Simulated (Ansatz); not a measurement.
The starting structures come from a database of crystals and need not be the phases stable at ambient conditions.

The decay constant κ of evanescent states in the gap governs leakage through a thin film.

Input:

```xyz
5
Lattice="5.1535 0.0000 0.0000 -2.5768 4.4631 0.0000 2.5768 1.4877 2.7904" Properties=species:S:1:pos:R:3 pbc="T T T"
Ag     2.5768     1.4877     2.7228
N      5.1535     2.9754     2.0279
O      1.0947     3.6074     2.0479
O      4.0588     3.6074     2.0479
O      5.1535     1.7114     2.0479
```

Space group of this cell: R3m. The cell was relaxed by PBE-D3(BJ); by r2SCAN its mean pressure is -3.5 GPa.

Transport runs along the normal of the first two printed cell vectors, the (001) plane of the conventional cell.

The gap is the functional's own. No spin-orbit coupling. Mid-gap values are interpolated on the energy grid.

### Question
Estimate the band gap and the smallest decay constant κ at mid-gap that Ansatz (a program for electronic structure) with r2SCAN returns for this system.

### Answer
Gap 2.15 eV on a 12×12×12 mesh; κ = 0.759 1/Å, at the zone centre.
